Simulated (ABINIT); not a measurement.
Input and output of a dielectric-response calculation for MgS (Fm-3m, 2 atoms in the cell) (ABINIT).

Computed with PBE, norm-conserving pseudopotentials (PseudoDojo nc-sr-05 PBE standard) (plane waves; ABINIT).

Input as run:

```
# MgS, PseudoDojo nc-sr-05 PBE standard
pp_dirpath "./"
pseudos "Mg.upf, S.upf"
acell 3*1.0
rprim
        -0.0000000000    4.8315364821    4.8315364821
         4.8315364821    0.0000000000    4.8315364821
         4.8315364821    4.8315364821    0.0000000000
natom 2
ntypat 2
znucl 12 16
typat 1 2
xred
         0.0000000000    0.0000000000    0.0000000000
         0.5000000000    0.5000000000    0.5000000000
ecut 42
ixc 11
occopt 1
nband 8
kptopt 1
ngkpt 8 8 8
nshiftk 1
shiftk 0 0 0
istwfk *1
nstep 60
tolvrs1 1.0e-16
ndtset 3
prtwf1 1
getwfk2 1
iscf2 -3
kptopt2 2
nqpt2 1
qpt2 0 0 0
rfelfd2 2
tolwfr2 1.0e-20
prtwf2 1
getddk3 2
rfelfd3 3
getwfk3 1
kptopt3 2
nqpt3 1
qpt3 0 0 0
tolvrs3 1.0e-09
chneut 0
prtvol 1
enunit 2
```

The program printed (abridged):

```
--- !BeginCycle
solver: {iscf: 7, nstep: 60, nline: 4, wfoptalg: 0, }
tolerances: {tolvrs: 1.00E-16, }
...

     iter   Etot(hartree)      deltaE(h)  residm     vres2
 ETOT  1  -70.436215058261    -7.044E+01 5.327E-01 1.370E+02
 ETOT  2  -70.503033993481    -6.682E-02 2.071E-06 8.389E+00
 ETOT  3  -70.503966815439    -9.328E-04 8.075E-06 1.340E-01
 ETOT  4  -70.503971965317    -5.150E-06 3.395E-08 3.573E-03
 ETOT  5  -70.503972116023    -1.507E-07 1.316E-09 6.380E-05
   [... 3 lines left out ...]
 ETOT  9  -70.503972126157    -1.620E-12 3.061E-16 1.026E-12
 ETOT 10  -70.503972126157    -2.274E-13 5.306E-19 1.144E-14
 ETOT 11  -70.503972126156     1.066E-12 8.827E-21 2.442E-16
 ETOT 12  -70.503972126156    -4.690E-13 2.780E-22 1.038E-17
 At SCF step   12       vres2   =  1.04E-17 < tolvrs=  1.00E-16 =>converged.

 Cartesian components of stress tensor (hartree/bohr^3)
  sigma(1 1)= -1.96504186E-04  sigma(3 2)=  0.00000000E+00
  sigma(2 2)= -1.96504186E-04  sigma(3 1)=  0.00000000E+00
  sigma(3 3)= -1.96504186E-04  sigma(2 1)=  0.00000000E+00

 ----iterations are completed or convergence reached----

 reduced coordinates (array xred) for    2 atoms
       0.000000000000      0.000000000000      0.000000000000
       0.500000000000      0.500000000000      0.500000000000
 cartesian forces (eV/Angstrom) at end:
    1     -0.00000000000000    -0.00000000000000    -0.00000000000000
    2     -0.00000000000000    -0.00000000000000    -0.00000000000000
 frms,max,avg= 0.0000000E+00 0.0000000E+00   0.000E+00  0.000E+00  0.000E+00 e/A
   [... lines left out ...]
 Fermi (or HOMO) energy (hartree) =   0.17570   Average Vxc (hartree)=  -0.37259
 Fermi (or HOMO) energy (eV) =   4.78115   Average Vxc (eV)= -10.13869
total_energy        : -7.05039721261563E+01
-Cartesian components of stress tensor (GPa)         [Pressure=  5.7814E+00 GPa]
 Unit cell volume ucvol=  2.2557231E+02 bohr^3
  WARNING : still subject to testing - especially symmetries.
 Unit cell volume ucvol=  2.2557231E+02 bohr^3
   [... lines left out ...]
   3    2   2    4         0.0000000000         0.0000000000

   1    1   3    4        -0.0000000000         0.0000000000
   2    1   3    4         0.0000000000         0.0000000000
   3    1   3    4         2.2868887307         0.0000000000
   1    2   3    4        -0.0000000000         0.0000000000
   2    2   3    4        -0.0000000000         0.0000000000
   3    2   3    4        -2.2964998670         0.0000000000

 Calculation completed.
```

The run converged in 12 iterations. 

Summary of the result:
| Property | Result |
|---|---|
| Free energy E − TS | -1918.51 eV |
| Fermi level (on the code's own zero) | 4.78 eV |
| Pressure | 5.78 GPa |
| ε∞ at this k-point mesh, which may be far from converged in small-gap cells (xx, yy, zz) | 5.48, 5.48, 5.48 |
| Born charges at this mesh (mean of the diagonal, e) | Mg 2.29, S -2.30 |

The starting cell comes from a database of computed structures (which also holds hypothetical and non-ambient phases and stackings), without a prior relaxation at this level. Its lattice was rescaled by a random factor within 2.5 % of one. With a pressure of about 6 GPa the cell is away from its equilibrium volume at this level.

Cost on one core of a shared machine: roughly 20 min.
